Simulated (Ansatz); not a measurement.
## Ansatz run on LaGa (Cmcm, 4 atoms in the cell): self-consistent single point

Method: LDA (PW92), default PAW files made with PBE (plane waves; Ansatz, a first-principles code).

This input was run:

Ansatz 0.2 input:
```yaml
crystal:
  lattice:
    - [2.306515, -5.750414, 0.000000]
    - [2.306515, 5.750414, 0.000000]
    - [0.000000, 0.000000, 4.278536]
  atoms:
    - { symbol: La, position_ang: [2.306515, -4.145588, 1.069634] }
    - { symbol: La, position_ang: [2.306515, 4.145588, 3.208902] }
    - { symbol: Ga, position_ang: [2.306515, -0.773086, 1.069634] }
    - { symbol: Ga, position_ang: [2.306515, 0.773086, 3.208902] }
basis:
  ecutwfc: 420.0
kpoints:
  mp_grid: { grid: [7, 7, 7] }
hamiltonian:
  xc: lda
  pseudopotentials: { kind: paw }
scf:
  occupations: { method: gaussian, width: 0.1 }
output:
  forces: true
  eigenvalues: true
  stress: true
```

Log, with long lists cut:

```
WARN ansatz: RAYON_NUM_THREADS=1 ignored (pool sized by the plan → 1); use --threads N
Pseudopotentials: kind: paw
Pseudopotential: La, paw, valence charge 11
Pseudopotential: Ga, paw, valence charge 13
Crystal: 4 atoms, lattice volume = 113.496 Å³
Basis set: ecut = 420 eV, 2231 PW (Γ)
Bands: 29, of which v1, the nominal top of the filled ones, is band 24 counted from 1 (23 counted from 0)
Symmetry: 8 space group operations
Space group: Cmcm (ITA 63), of the structure as read, at distance tolerance 4.8e-5 Å
k-points: 64 of 343
PAW frozen core: La, regenerated for the run's functional, and the local potential with it
PAW frozen core: Ga, regenerated for the run's functional, and the local potential with it
Initial density: superposition of atomic densities (neutral atoms: chi_scale 0, normalization atom), corrected by the library's trained network
Initial wavefunctions: pseudopotential atomic-orbital guess
Eigensolver: davidson
Functional: x = slater, c = lda
SCF iter   1: F=—  HF=-19568.426433 eV  |F-HF|=—  |Δ(HF+E_count)|=         —  Δρ=6.50e-3  dr2=8.17e-2  ethr=1.77e-3  ⟨swp⟩=5.2  Hψ=7447  notcnv=0
all-band conjugate gradients solve this SCF's bands
preconditioner: auto → Kerker (q_TF=auto, 2.364 Å⁻¹)
SCF iter   2: F=—  HF=-19568.412378 eV  |F-HF|=—  |Δ(HF+E_count)|=   1.41e-2  Δρ=3.53e-3  dr2=3.10e-2  ethr=1.70e-4  ⟨swp⟩=3.0  Hψ=3193  notcnv=0  defer=21
SCF iter   3: F=—  HF=-19568.406178 eV  |F-HF|=—  |Δ(HF+E_count)|=   6.20e-3  Δρ=5.07e-4  dr2=3.67e-4  ethr=6.45e-5  ⟨swp⟩=2.3  Hψ=3017  notcnv=0  defer=21
SCF iter   4: F=—  HF=-19568.406085 eV  |F-HF|=—  |Δ(HF+E_count)|=   9.25e-5  Δρ=1.89e-4  dr2=7.97e-5  ethr=7.64e-7  ⟨swp⟩=2.0  Hψ=2997  notcnv=0  defer=21
SCF iter   5: F=—  HF=-19568.406088 eV  |F-HF|=—  |Δ(HF+E_count)|=   2.57e-6  Δρ=1.61e-4  dr2=2.02e-5  ethr=1.66e-7  ⟨swp⟩=2.0  Hψ=2886  notcnv=0  defer=21
SCF iter   6: F=—  HF=-19568.406072 eV  |F-HF|=—  |Δ(HF+E_count)|=   1.56e-5  Δρ=3.23e-5  dr2=1.48e-6  ethr=4.21e-8  ⟨swp⟩=2.0  Hψ=2876  notcnv=0  defer=21
SCF iter   7: F=-19568.406071 eV  HF=-19568.406071 eV  |F-HF|=2.04e-8  |Δ(HF+E_count)|=   8.45e-7  Δρ=8.77e-6  dr2=8.26e-8  ethr=2.08e-10  ⟨swp⟩=9.6  Hψ=10313  notcnv=0
SCF 1 converged in 7 iterations: F = -19568.406071 eV  dr2 = 8.26e-8
SCF converged after 7 iterations
Free energy (F): -19568.406071 eV
Harris-Foulkes:  -19568.406071 eV  (|F-HF|=2.04e-8)
Internal energy: -19568.384657 eV  (E = F + TS)
E sigma→0 (E₀):  -19568.395364 eV
Entropy (-TS):   -0.021414 eV (-5.354 meV/atom)
Fermi energy:    9.817523 eV
--- Per-component energies (eV) ---
  E_band       = -167.163945
  E_kinetic    = 614.497827
  E_local      = -5022.051441  (includes V_loc(G=0)·N_el)
  E_nonlocal   = 1045.667447
  E_hartree    = 2278.898204
  E_xc         = -414.224208
  E_vxc        = -411.650096  (∫ρ·V_xc dr)
  E_paw        = -14307.155806  (= ΣΔE_a)
  E_vpaw       = -951.421674  (= ΣTr[D̂ρ^β])
  E_aug_tail   = -0.000251  (compensation charges beyond the density's cutoff)
  E_ewald      = -3768.118823
  E_core_change = 4.102392  (= ΣΔE_core)
  E_smearing   = -0.021414  (= −TS)
  E_closure    = -0.000000  (closes the sum)
  Σ components = -19568.406071   (vs F -19568.406071, Δ=0.00e0)
--- Forces (eV/Å), atoms counted from 1 ---
  atom   1  La     0.00000000    -0.07723830     0.00000000
  atom   2  La     0.00000000     0.07723830     0.00000000
  atom   3  Ga     0.00000000     0.03192729     0.00000000
  atom   4  Ga     0.00000000    -0.03192729     0.00000000
  max |Σ_I F_I| component: 1.39e-17 eV/Å
--- Stress (GPa, compression-positive) ---
       -5.009957       0.000000       0.000000
        0.000000      -4.294934       0.000000
        0.000000       0.000000      -4.928918
  P = ⅓ Tr σ = -4.7446 GPa (-47.446 kbar)
  The stress holds the Pulay correction. Without it, at fixed plane waves, as pw.x and ABINIT print it: P = -4.7547 GPa
--- Band table (eV; the first three rows and the last of 64) ---
  k-point 0: bands = ["-22.9272", "-22.8270", "-6.9048", "-6.5736", "-6.5406", "-6.4402", "-6.2497", "-6.2459", "-4.4464", "-4.3654", "-4.3406", "-4.3378", "-4.2747", "-4.1862", "-4.1813", "-4.1671", "-4.1598", "-4.1042", "2.0817", "5.5846", [...]
  k-point 1: bands = ["-22.9198", "-22.8295", "-6.8697", "-6.5775", "-6.5657", "-6.4455", "-6.3154", "-6.2781", "-4.4521", "-4.3449", "-4.3418", "-4.3247", "-4.2786", "-4.1855", "-4.1783", "-4.1748", "-4.1638", "-4.1000", "2.2781", "5.6496", [...]
  k-point 2: bands = ["-22.9003", "-22.8377", "-6.7728", "-6.6510", "-6.5442", "-6.4735", "-6.4611", "-6.3605", "-4.4497", "-4.3618", "-4.2961", "-4.2943", "-4.2811", "-4.2015", "-4.1934", "-4.1685", "-4.1540", "-4.1014", "2.8341", "5.5077", [...]
  k-point 63: bands = ["-22.8669", "-22.8617", "-6.9208", "-6.8898", "-6.5265", "-6.4695", "-6.3177", "-6.2871", "-4.4264", "-4.3926", "-4.2870", "-4.2814", "-4.2474", "-4.2287", "-4.1882", "-4.1699", "-4.1355", "-4.1112", "3.9030", "4.8993", [...]
```

The run converged in 7 iterations.

The starting cell comes from a database of computed structures (which also holds hypothetical and non-ambient phases and stackings), without a prior relaxation at this level. Its lattice was rescaled by up to half a per cent. With a pressure of about -5 GPa the cell is away from its equilibrium volume at this level. Ansatz's pressure includes its estimate of the finite-basis (Pulay) stress.
